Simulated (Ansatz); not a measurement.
Amorphous Si₂₄O₄₉Li₂, 75 atoms at 2.20 g/cm³, one PBE-relaxed geometry, zone centre. Methods: PBE, scalar-relativistic without spin-orbit coupling (Ansatz, a program for electronic structure); r2SCAN, scalar-relativistic without spin-orbit coupling (Ansatz); HSE06, scalar-relativistic without spin-orbit coupling (Ansatz). Plane waves to 420 eV (r2SCAN 500 eV); exact exchange is cut at the cell's faces. At PBE the levels at the filled edge of the gap are localised (band-tail or defect states), and the nearest spread-out levels lie 5.1 eV apart at the zone centre. All rungs ran without spin polarisation.

Preparation: random packing, a CHGNet melt and quench, and a DFT relaxation. O atoms were pushed apart under 1.9 Å during the dynamics, to hinder bonds among them. The hot cell started wider than the set density and was brought back towards it in steps. It is the lowest in DFT energy of 2 quenches. It is a model cell: composition and starting density were chosen by hand, and all elements were melted together. No dispersion term was used. Its density started from a set value of 2.20 and ended at 2.20 g/cm³. Cooling (nominally 400 K/ps over its main leg) ran many orders faster than in experiment, which tends to leave more defects and strain. Values belong to this one cell and scatter from quench to quench. The volume was free in the relaxation, at fixed shape. Stress components on the final sampling reach 1.9 GPa.

The relaxation ran on the zone centre alone. At PBE the level gap is 3.50 eV on a 2×2×2 Γ-centred mesh, and the spacing at the zone centre alone 3.49 eV.

### Question
What zone-centre spacing does r2SCAN give, roughly?

### Answer
4.12 eV (+0.63 eV against PBE).

### Question
What zone-centre spacing does HSE06 give, roughly?

### Answer
5.16 eV (+1.66 eV against PBE).

The highest filled and the lowest empty state spread over these numbers of atoms (participation numbers): PBE: 1.7 and 50.4; r2SCAN: 1.6 and 52.1; HSE06: 1.6 and 48.5.
